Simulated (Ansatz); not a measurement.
**Pressure series in InSb**

Consider InSb in the zinc blende structure (space group F-43m, No. 216; a = 6.519 Å).

Cell and atoms are relaxed at each pressure.

Computed with PBEsol (Ansatz, an electronic-structure program, PAW, no spin-orbit coupling).

Notes on the quantities. enthalpy: H = E + PV relative to the base's energy.

| variant | shortest interatomic distance | enthalpy |
|---|---|---|
| base | 2.823 Å | – |
| pressure 0.9 GPa | 2.804 Å | +0.19 eV/atom |
| pressure 2.1 GPa | 2.782 Å | +0.44 eV/atom |
| pressure 4.5 GPa | 2.743 Å | +0.93 eV/atom |
| pressure 9 GPa | 2.687 Å | +1.79 eV/atom |
| pressure 15 GPa | 2.631 Å | +2.88 eV/atom |
| pressure 22.5 GPa | 2.577 Å | +4.15 eV/atom |

Load acts through the strain it causes; cell and atoms are relaxed under it. No phonon test of stability was made. Tetrahedral semiconductors of this kind turn to denser phases somewhere between about 1 and 50 GPa; those were not computed, so compressed cells here can lie past the real transition. All final runs are without spin polarisation.
